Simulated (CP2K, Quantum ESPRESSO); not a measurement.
## Equation of state of wurtzite AlN (space group 186): energy against volume (CP2K, PBE)

```
AlN
1.0
    3.05470     0.00000     0.00000
   -1.52735     2.64545     0.00000
    0.00000     0.00000     4.89145
Al N
2 2
Cartesian
  0.00000   1.76363   0.00000
  1.52735   0.88182   2.44573
  0.00000   1.76363   1.86853
  1.52735   0.88182   4.31426
```

Method: PBE, GPW, DZVP-MOLOPT-SR-GTH basis, GTH-PBE potentials (GTH_POTENTIALS) (CP2K 2026.2). Settings: CUTOFF = 520 Ry; REL_CUTOFF = 60 Ry; SMEAR/METHOD = FERMI_DIRAC; ELECTRONIC_TEMPERATURE = 116.05 K; KPOINTS/SCHEME = MONKHORST-PACK 12 12 7; GAMMA_CENTERED = T; XC_FUNCTIONAL = PBE; Al/BASIS_SET = DZVP-MOLOPT-SR-GTH; Al/POTENTIAL = GTH-PBE-q3; N/BASIS_SET = DZVP-MOLOPT-SR-GTH; N/POTENTIAL = GTH-PBE-q5; METHOD = GPW; EPS_DEFAULT = 1e-10; NGRIDS = 4; SCF_GUESS = ATOMIC; EPS_SCF = 1e-07. The cell above is the first row's. The rows scale it uniformly. In all rows fractional positions and the k mesh are held. E is the free energy at the stated smearing, counted from the lowest row.

```
V (Å^3/atom)  E (meV/atom)
------------  ------------
9.882                    ?
10.097               15.89
10.312                4.99
10.526                0.00
10.741                0.37
10.956                5.58
11.171               15.20
11.386               28.80
11.601               46.00
```

Problem. Using the third-order Birch-Murnaghan form, a cubic in V^(-2/3), estimate the missing E at V = 9.882 from the other rows, showing the fit.

Solution. With u = V^(-2/3) - 0.204, the rows have u = 0.010061, 0.007076, 0.004205, 0.001417, -0.001279, -0.003889, -0.006416, -0.008864. Least squares gives E = 2.510 - 1979.96·u + 329613·u² - 61108·u³. Residuals (row less fit): -0.002, 0.008, -0.008, 0.004, -0.002, 0.001, 0.002, -0.001; standard error 0.006 (degrees of freedom: 4). Its minimum lies at u = 0.003006, so V0 = (0.207006)^(-3/2) = 10.62. There d²E/du² = 658100 and d³E/du³ = -366600, so B0 = (4/9) × 10.62^(-7/3) × 658100 × 0.160218 = 189 GPa (the last factor turns the table's units into GPa), and B0' = 4 + (2/3) × 0.207006 × (-366600)/658100 = 3.9. The program's pressures in the fitted runs (not shown) pass through zero at V = 10.62, 0.00 % from this V0. At the withheld row, u = 0.013155, so E = 2.510 - 1979.96 × 0.013155 + 329613 × 0.013155² - 61108 × 0.013155³ = 33.365 meV/atom. The calculation gives 33.31 meV/atom, 0.055 meV/atom below the prediction (0.1 % of the range of E in the table). The row lies outside the fitted rows, so this is an extrapolation. From the scatter of the fitted rows alone, a prediction at this place has a standard error of 0.019 meV/atom, so the miss is 3.0 times that.

Carrying the step between the two nearest rows on in a straight line would have given 26.79, off by 6.52; series whose last step already gives the withheld value aren't shown. The scan was laid around a cell of about the measured size, scaled by a guess for this functional; axis ratios and inner coordinates come from that cell. The runs keep the symmetry of the cell, so they don't test it for distortions. A plane-wave scan with the same functional (Quantum ESPRESSO, GBRV) gives V0 = 10.67 Å^3/atom and B0 = 193 GPa; a Birch-Murnaghan fit to all rows here lies -0.5 % from it in V0 and -2 % in B0; the two differ in basis, and may differ in potentials and mesh. Values carry the incompleteness of an atom-centred basis. The shape of the cell and the inner coordinates aren't relaxed, so V0 and B0 belong to this uniform scaling; a relaxed crystal lies no higher in energy and is usually softer (forces reach 0.05 eV/Å in these rows). Cutoffs and mesh are single choices, not tested for convergence of this quantity. Series with a scatter that would blur these digits, or in which a gap closes, are not shown. Nor are scans whose minimum lies at an end fitted in this form.
